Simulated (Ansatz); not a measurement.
Zr: isotropic strain +2.09 %

Base system: Zr in the hcp (Mg type) structure (space group P6_3/mmc, No. 194; a = 3.231 Å, c = 5.173 Å).

It is then changed as follows: the cell is scaled by 1.0209 in all directions, atoms relaxed at fixed cell.

Level of theory: PBE (Ansatz, an electronic-structure program), spin-orbit coupling left out. k-mesh 17×17×9 (Γ-centred); smearing 0.05 eV (Fermi–Dirac).

The volume per atom grows by 1.50 Å³, from 23.39 Å³ to 24.89 Å³ and the space group is still P6_3/mmc (No. 194). The energy goes up by 26 meV/atom and the band gap stays zero.

Stability against distortions was not tested. All final runs are without spin polarisation.
